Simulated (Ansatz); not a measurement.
Candidates (primitive cells; geometry: cell and atoms relaxed with PBEsol):
A. CdSe (F-43m), a = 4.3002 Å, b = 4.3002 Å, c = 4.3002 Å, α = 60.00°, β = 60.00°, γ = 60.00°
B. Li2Se (Fm-3m), a = b = c = 4.2039 Å, α = β = γ = 60.00°
C. K2Se (Fm-3m), a = 5.3810 Å, b = 5.3810 Å, c = 5.3810 Å, α = 60.00°, β = 60.00°, γ = 60.00°

Q: Rank these by Seebeck coefficient, n-type 1e19 cm⁻³ (highest first), as PBEsol, rigid bands (Ansatz, a first-principles code) gives it.

A: A (-47 μV/K), C (-163 μV/K), B (-271 μV/K)

Seebeck coefficients are for the stated density at 300 K, with one relaxation time for all states and whether or not that doping can be reached. Spin-orbit coupling is left out.

Formula and space group known from diffraction (Crystallography Open Database), not checked to be the room-temperature form: K2Se (Fm-3m), Li2Se (Fm-3m).
